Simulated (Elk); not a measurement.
A self-consistent single point of Mg₂Zn (P6_3/mmc, 6 atoms in the cell) with Elk

Level of theory: LDA (PW92), all-electron FP-LAPW, Elk's shipped species files, default APW+lo basis run with Elk.

This input was run:

```
tasks
  0

xctype
  3

rgkmax
  7.0

stype
  0

swidth
  0.00499791

avec
    5.8358525978   -0.0000000881    0.0000000000
   -2.9179262226    5.0539966465    0.0000000000
    0.0000000000    0.0000000000   27.4512010357

sppath
  './'

atoms
  2   : nspecies
  'Mg.in'   : spfname
  4   : natoms; atposl, bfcmt below
  0.3333333333  0.6666666667  0.4081800000    0.0 0.0 0.0
  0.6666666667  0.3333333333  0.5918200000    0.0 0.0 0.0
  0.6666666667  0.3333333333  0.9081800000    0.0 0.0 0.0
  0.3333333333  0.6666666667  0.0918200000    0.0 0.0 0.0
  'Zn.in'   : spfname
  2   : natoms; atposl, bfcmt below
  0.6666666667  0.3333333333  0.2500000000    0.0 0.0 0.0
  0.3333333333  0.6666666667  0.7500000000    0.0 0.0 0.0

ngridk
  10 10 2
```

Log, with long lists cut:

```
│ Elk code version 10.2.4 │

All units are atomic (Hartree, Bohr, etc.)

│ Ground-state run starting from atomic densities │

Lattice vectors :
   5.835852598     -0.8810000000E-07   0.000000000
  -2.917926223       5.053996646       0.000000000
   0.000000000       0.000000000       27.45120104

Unit cell volume      :    809.6561329
Brillouin zone volume :   0.3063648917

Muffin-tin inner radius fraction :   0.1000000000E-01

Nuclei treated as point charges

Species :    1 (Mg)
 parameters loaded from : Mg.in
 name : magnesium
 nuclear charge    :   -12.00000000
 electronic charge :    12.00000000
 atomic mass :    44305.30462
 muffin-tin radius :    2.200000000
 number of radial points in muffin-tin :    397
 atomic positions (lattice), magnetic fields (Cartesian) :
   1 :  -0.16666667 -0.33333333  0.40818000    0.00000000  0.00000000  0.00000000
   2 :   0.16666667  0.33333333 -0.40818000    0.00000000  0.00000000  0.00000000
   3 :   0.16666667  0.33333333 -0.09182000    0.00000000  0.00000000  0.00000000
   4 :  -0.16666667 -0.33333333  0.09182000    0.00000000  0.00000000  0.00000000

Species :    2 (Zn)
 parameters loaded from : Zn.in
 name : zinc
 nuclear charge    :   -30.00000000
 electronic charge :    30.00000000
 atomic mass :    119233.3129
 muffin-tin radius :    2.400000000
 number of radial points in muffin-tin :    497
 atomic positions (lattice), magnetic fields (Cartesian) :
   1 :   0.16666667  0.33333333  0.25000000    0.00000000  0.00000000  0.00000000
   2 :  -0.16666667 -0.33333333 -0.25000000    0.00000000  0.00000000  0.00000000

Total number of atoms per unit cell :    6

Spin treatment :
 spin-unpolarised

Number of Bravais lattice symmetries :   24
Number of crystal symmetries         :   24
Crystal has inversion symmetry
Real symmetric eigensolver will be used

k-point grid :     10    10     2
k-point offset :    0.000000000       0.000000000       0.000000000
k-point set is reduced with full crystal symmetry group
Total number of k-points :       28

Muffin-tin radius times maximum |G+k| :    7.000000000
 using average radius
Maximum |G+k| for APW functions       :    3.088235294
Maximum (1/2)|G+k|²                   :    4.768598616
Maximum |G| for potential and density :    12.00000000
 potential will be trimmed for |G| > 2 gkmax
Constant for pseudocharge density :    7
Radial integration step length :    4

G-vector grid sizes :     24    24   105
Number of G-vectors :    23553

Maximum angular momentum used for
 APW functions                      :    8
 outer part of muffin-tin           :    6
 inner part of muffin-tin           :    1

Total nuclear charge    :   -108.0000000
Total core charge       :    32.00000000
Total valence charge    :    76.00000000
Total excess charge     :    0.000000000
Total electronic charge :    108.0000000

Effective Wigner radius, rₛ :    1.214123173

Number of empty states         :   24
Total number of valence states :   62
Total number of core states    :   32

Total number of local-orbitals :   66

Exchange-correlation functional :      3     0     0
 Perdew-Wang/Ceperley-Alder, Phys. Rev. B 45, 13244 (1992)
 gradient requirement :    0
 local density approximation (LDA)

Smearing type :    0
 Gaussian
Smearing width :   0.4997910000E-02
Effective electronic temperature (K) :    1578.215154

Mixing type :    3
 Broyden mixing, J. Phys. A: Math. Gen. 17, L317 (1984)

Kohn-Sham potential initialised from atomic data

│ Self-consistent loop started │
│ Loop number : 1 │
 total energy                :     -4376.29601350
│ Loop number : 2 │
 total energy                :     -4376.74922406
RMS change in Kohn-Sham potential (target) :   0.1130063932     (  0.1000000000E-05)
Absolute change in total energy (target)   :   0.4532105597     (  0.1000000000E-03)
│ Loop number : 3 │
 total energy                :     -4380.89055981
RMS change in Kohn-Sham potential (target) :   0.6175183348E-01 (  0.1000000000E-05)
Absolute change in total energy (target)   :    4.254638387     (  0.1000000000E-03)
│ Loop number : 4 │
 total energy                :     -4383.68202926
RMS change in Kohn-Sham potential (target) :   0.2622996661E-01 (  0.1000000000E-05)
Absolute change in total energy (target)   :    3.855129046     (  0.1000000000E-03)
│ Loop number : 5 │
 total energy                :     -4384.37239846
RMS change in Kohn-Sham potential (target) :   0.1556474811E-01 (  0.1000000000E-05)
Absolute change in total energy (target)   :    1.654151457     (  0.1000000000E-03)
│ Loop number : 6 │
 total energy                :     -4384.91078410
RMS change in Kohn-Sham potential (target) :   0.6605667825E-02 (  0.1000000000E-05)
Absolute change in total energy (target)   :   0.9519235084     (  0.1000000000E-03)
│ Loop number : 7 │
 total energy                :     -4385.03801316
RMS change in Kohn-Sham potential (target) :   0.1360084605E-02 (  0.1000000000E-05)
Absolute change in total energy (target)   :   0.3652099421     (  0.1000000000E-03)
│ Loop number : 8 │
 total energy                :     -4384.94929039
RMS change in Kohn-Sham potential (target) :   0.3397961083E-03 (  0.1000000000E-05)
Absolute change in total energy (target)   :   0.2579710973E-02 (  0.1000000000E-03)
│ Loop number : 9 │
 total energy                :     -4384.93922698
RMS change in Kohn-Sham potential (target) :   0.2662517453E-03 (  0.1000000000E-05)
Absolute change in total energy (target)   :   0.9418478358E-02 (  0.1000000000E-03)
│ Loop number : 10 │
 total energy                :     -4384.95376460
RMS change in Kohn-Sham potential (target) :   0.2486940684E-04 (  0.1000000000E-05)
Absolute change in total energy (target)   :   0.1218300002E-01 (  0.1000000000E-03)
│ Loop number : 11 │
 total energy                :     -4384.95608939
RMS change in Kohn-Sham potential (target) :   0.4714271461E-05 (  0.1000000000E-05)
Absolute change in total energy (target)   :   0.5370533629E-02 (  0.1000000000E-03)
│ Loop number : 12 │
 total energy                :     -4384.95612645
RMS change in Kohn-Sham potential (target) :   0.4727520112E-05 (  0.1000000000E-05)
Absolute change in total energy (target)   :   0.1379696944E-02 (  0.1000000000E-03)
│ Loop number : 13 │
 total energy                :     -4384.95577207
RMS change in Kohn-Sham potential (target) :   0.6277934839E-06 (  0.1000000000E-05)
Absolute change in total energy (target)   :   0.9458852219E-05 (  0.1000000000E-03)
Convergence targets achieved

│ Loop number : 14 │

Energies :
 Fermi                       :     0.149078160440
 sum of eigenvalues          :     -2479.07322679
 electron kinetic            :      4448.91467865
 core electron kinetic       :      3759.24445911
 Coulomb                     :     -8633.62966409
 Coulomb potential           :     -6663.06364503
 nuclear-nuclear             :     -458.004569387
 electron-nuclear            :     -9688.18654438
 Hartree                     :      1512.56144967
 Madelung                    :     -5302.09784158
 xc potential                :     -264.924260408
 exchange                    :     -191.293283021
 correlation                 :     -8.94744708079
 total energy                :     -4384.95571554

Density of states at Fermi energy :    79.73514065
 (states/Hartree/unit cell)

Estimated indirect band gap :   0.2122585791E-03
 from k-point     27 to k-point     19
Estimated direct band gap   :   0.8044445308E-02
 at k-point     14

Charges :
 core                        :    32.00000000
 valence                     :    76.00000000
 interstitial                :    8.286999623
 muffin-tins (core leakage)
  species :    1 (Mg)
   atom    1                 :    10.50105226     (   0.000000000    )
   atom    2                 :    10.50105226     (   0.000000000    )
   atom    3                 :    10.50105226     (   0.000000000    )
   atom    4                 :    10.50105226     (   0.000000000    )
  species :    2 (Zn)
   atom    1                 :    28.85439567     (  0.8430852065E-04)
   atom    2                 :    28.85439567     (  0.8430852065E-04)
 total in muffin-tins        :    99.71300038
 total calculated charge     :    107.9593431
 total charge                :    108.0000000
 error                       :   0.4065693365E-01

│ Self-consistent loop stopped │
```

The run converged in 14 iterations. The count includes the last loop, which Elk runs after its targets are met.

The starting cell comes from a database of computed structures (which also holds hypothetical and non-ambient phases and stackings), without a prior relaxation at this level. Values depend on the basis (sphere radii, cutoffs, local orbitals), which need not be converged. The log's line on a gap gives a spacing of levels on this mesh, which the program prints for metals too.

Cost on one core of a shared machine: roughly 40 s.
